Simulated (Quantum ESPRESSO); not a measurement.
# Several settings converged on HgTe (Cm, 4 atoms in the cell)

```yaml
crystal:
  lattice:
    - [2.98354, -3.45653, 0.00000]
    - [2.98354, 3.45653, 0.00000]
    - [0.00000, 0.00000, 5.78077]
  atoms:
    - { symbol: Hg, position: [0.34305, 0.65695, 0.75865] }
    - { symbol: Hg, position: [0.65695, 0.34305, 0.25000] }
    - { symbol: Te, position: [0.78481, 0.21519, 0.75000] }
    - { symbol: Te, position: [0.21519, 0.78481, 0.25000] }
```

Base method: PBEsol, GBRV 1.5 ultrasoft (PBESOL) pseudopotentials (plane waves; Quantum ESPRESSO).

Base settings: ecutwfc = 40 Ry; ecutrho = 200 Ry; occupations = smearing; smearing = gaussian; degauss = 0.0073499 Ry; potentials = {Hg: hg_pbesol_v1.uspp.F.UPF, Te: te_pbesol_v1.uspp.F.UPF}; K_POINTS = automatic 4 4 3 0 0 0; conv_thr = 1e-10 Ry; mixing_beta = 0.4.

The count of work is k-points × plane waves × bands × iterations; it is no time. Core times come from one kind of shared machine, to one figure; runs under 30 s give none.

**The k-point mesh**

The second cell is the first with its lattice scaled by 0.98.

Only quantities that move along the ladder and can be compared are tabulated.

```tsv
K_POINTS	free energy less the last step's (meV/atom)	energy of the compressed cell less the first (meV/atom)	pressure (GPa)	largest difference of a force vector from the last step's (eV/Å)	count of work / last
automatic 1 1 1 0 0 0	1159.48	85.26	6.36	2.289	0.0090
automatic 2 2 2 0 0 0	-43.49	-11.14	-2.46	0.383	0.041
automatic 3 3 3 0 0 0	22.24	-15.49	-2.78	0.203	0.068
automatic 4 4 3 0 0 0	15.69	-13.76	-2.61	0.173	0.11
automatic 9 9 7 0 0 0	0.00	-17.17	-2.92	0.000	1.0
```

Coarsest K_POINTS that holds the pressure within 1 GPa of the last step, with all finer ones: automatic 2 2 2 0 0 0, at 0.041 of the last step's count of work; the step before is off by 9.3 GPa.

Coarsest K_POINTS that holds the free energy within 5 meV/atom: not settled: the last two steps still differ by 16 meV/atom, over half the tolerance, so the ladder does not show it.

Coarsest K_POINTS that holds the energy of the compressed cell less the first within 2 meV/atom: not settled: the last two steps still differ by 3.4 meV/atom, over half the tolerance, so the ladder does not show it.

**The k-point mesh at a smearing width of 0.05 eV**

In this ladder: degauss = 0.0036749 Ry.

The second cell is the first with its lattice scaled by 0.98.

Only quantities that move along the ladder and can be compared are tabulated.

```tsv
K_POINTS	free energy less the last step's (meV/atom)	energy of the compressed cell less the first (meV/atom)	pressure (GPa)	largest difference of a force vector from the last step's (eV/Å)	count of work / last	core time / last (rough)
automatic 3 3 2 0 0 0	0.40	-15.01	-2.67	0.207	0.065	–
automatic 4 4 3 0 0 0	12.71	-13.35	-2.56	0.174	0.15	0.4
automatic 6 6 5 0 0 0	-1.43	-17.49	-2.93	0.052	0.44	1.0
automatic 8 8 6 0 0 0	0.00	-16.82	-2.88	0.000	1.0	1
```

Coarsest K_POINTS that holds the forces within 0.02 eV/Å: not settled: the last two steps still differ by 0.052 eV/Å, over half the tolerance, so the ladder does not show it.

Coarsest K_POINTS that holds the pressure within 0.1 GPa of the last step, with all finer ones: automatic 6 6 5 0 0 0, at 0.44 of the last step's count of work; the step before is off by 0.32 GPa.

Coarsest K_POINTS that holds the energy of the compressed cell less the first within 2 meV/atom of the last step, with all finer ones: automatic 6 6 5 0 0 0, at 0.44 of the last step's count of work; the step before is off by 3.5 meV/atom.

**The SCF threshold**

The mesh stays at the base's, so the ladder's end is converged at best in this setting alone.

Only quantities that move along the ladder and can be compared are tabulated.

```tsv
conv_thr	free energy less the last step's (meV/atom)	largest difference of a force vector from the last step's (eV/Å)	count of work / last
0.0073 Ry	1.32	0.063	0.19
7.3e-05 Ry	0.06	0.017	0.31
7.3e-07 Ry	0.00	0.007	0.44
1e-10 Ry	0.00	0.000	0.69
7.3e-14 Ry	0.00	0.000	1.0
```

Coarsest conv_thr that holds the free energy within 1 meV/atom of the last step, with all finer ones: 7.3e-05 Ry, at 0.31 of the last step's count of work; the step before is off by 1.3 meV/atom.

Coarsest conv_thr that holds the forces within 0.005 eV/Å of the last step, with all finer ones: 1e-10 Ry; the step before is off by 0.007 eV/Å.

On the base run: the starting cell comes from a database of computed structures (which also holds hypothetical and non-ambient phases and stackings), without a prior relaxation at this level. Its lattice was rescaled by up to half a per cent. One atom was moved a little off its site on purpose. The run gives no clean gap (levels at the Fermi energy touch, overlap or are partly filled at this smearing), which alone does not show that the compound is a metal. Without a gap this mesh is coarse (it stands for a supercell whose shortest vector is 17 Å).
